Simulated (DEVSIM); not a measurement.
System: illuminated Si p-on-n cell, one wavelength, at 300 K.

Layer 1 from the left is Si, thickness (μm) 0.180, Na (cm⁻³) 1.2e18, τn (s) 8.8e-7, τp (s) 3.7e-6, absorption coefficient (cm⁻¹) 670. Layer 2 from the left is Si, thickness (μm) 150, Nd (cm⁻³) 2.6e16, τn (s) 5.5e-6, τp (s) 5.5e-6, absorption coefficient (cm⁻¹) 670.

Left contact: ohmic, minority electron recombination velocity 300 cm/s. Right contact: ohmic, minority hole recombination velocity 2e6 cm/s. Voltage is applied to the left contact. Recombination: SRH at mid-gap, radiative, Auger. Gap narrowing is on: ΔEg = 6.92 meV × (l + √(l² + 0.5)), l = ln(N/1.3e17 cm⁻³), shared equally by both band edges. Light enters at the left, 5.3e16 photons cm⁻² s⁻¹, one pass, no reflection. Mobility is μmin + (μ − μmin)/(1 + (N/Nref)^α).

Constants are typed, rounded textbook-type inputs, not results; the design itself was drawn at random and stands for no fabricated device. Values at 300 K.

Si: gap (eV) 1.124, affinity (eV) 4.05, permittivity 11.7, Nc (cm⁻³) 2.86e19, Nv (cm⁻³) 3.1e19, μn (cm²/Vs) 1417, μp (cm²/Vs) 470, μn,min 52, μp,min 45, Nref,n 9.7e16, Nref,p 2.2e17, αn 0.68, αp 0.72, B (cm³/s) 4.7e-15, Cn (cm⁶/s) 2.8e-31, Cp (cm⁶/s) 9.9e-32.

DEVSIM, 1D drift-diffusion, Boltzmann statistics, complete ionisation; no tunnelling, impact ionisation, image-force lowering or self-heating.

Dark forward current:

| |V| (V) | |J| (A/cm²) |
|---|---|
| 0.05 | 4.724e-10 |
| 0.10 | 1.699e-9 |
| 0.15 | 5.216e-9 |
| 0.20 | 1.620e-8 |
| 0.25 | 5.549e-8 |
| 0.30 | 2.255e-7 |
| 0.35 | 1.118e-6 |
| 0.40 | 6.493e-6 |
| 0.45 | 4.141e-5 |
| 0.50 | 0.0002764 |
| 0.55 | 0.001882 |
| 0.60 | 0.01290 |
| 0.65 | 0.08754 |
| 0.70 | 0.5506 |
| 0.75 | 2.700 |
| 0.80 | 9.701 |
| 0.85 | 28.65 |
| 0.90 | 74.07 |
| 0.95 | 165.8 |
| 1.00 | 313.6 |
| 1.05 | 512.3 |
| 1.10 | 752.7 |
| 1.15 | 1028 |
| 1.20 | 1332 |
| 1.25 | 1663 |
| 1.30 | 2016 |

**Question.** Work out the local ideality factor n = ΔV / (kT/q · ln(J2/J1)) between the rows 0.15 and 0.20 V, 0.55 and 0.60 V, 1.25 and 1.30 V.

**Answer.** kT/q = 25.85 mV. From 0.15 to 0.20 V: ln(1.620e-8/5.216e-9) = 1.133, n = 1.71. From 0.55 to 0.60 V: ln(0.01290/0.001882) = 1.925, n = 1.00, near the 1 of diffusion or emission over a barrier. From 1.25 to 1.30 V: ln(2016/1663) = 0.192, n = 10.05.

**Question.** What current could the absorbed light give at most, and what share is collected?

**Answer.** Σ αd = 10.1, so qΦ(1 − exp(−Σ αd)) = 8.49 mA/cm². The simulated short-circuit current is 7.053 mA/cm², a share of 0.83.

**Question.** Estimate the open-circuit voltage by superposition: the voltage at which the dark current equals that short-circuit current.

**Answer.** Interpolating ln J in the table gives 0.584 V. The simulation gives 0.584 V, the same within the digits that matter. Superposition holds where collection doesn't change with voltage.

**Question.** Estimate the fill factor from FF0 = (v − ln(v + 0.72))/(v + 1), v = qVoc/(nkT), with n from the dark curve.

**Answer.** The rows about Voc, 0.55 and 0.60 V, give n = 1.00, so v = 22.5 and FF0 = 0.824. The simulation gives 0.822, the same within the digits that matter.
